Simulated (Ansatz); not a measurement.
Input:

```yaml
crystal:
  lattice:
    - [0.00000, 3.20186, 3.38782]
    - [3.20186, 0.00000, 3.38782]
    - [3.20186, 3.20186, 0.00000]
  atoms:
    - { symbol: Hg, position: [0.00000, 0.00000, 0.00000] }
    - { symbol: Te, position: [0.25000, 0.25000, 0.25000] }
```

Method: PBEsol, rigid bands (plane waves, PAW, scalar-relativistic; Ansatz, a program for electronic structure). Condition of this run: uniaxial stress zz = -1 GPa (compression positive) (the target of the relaxation). Cell: cell and atoms relaxed with PBEsol, then loaded as said.

Q: Is this a good metal at this level?

A: No. No gap is resolved, and few carriers conduct, as in a semimetal or a zero-gap semiconductor. N(E_F) = 0.0171 states/eV a cell at 300 K and the Drude plasma energy along the best axis is 0.26 eV, several times under that of a simple or noble metal.

Spin-orbit coupling is left out; it can open or close a small gap.
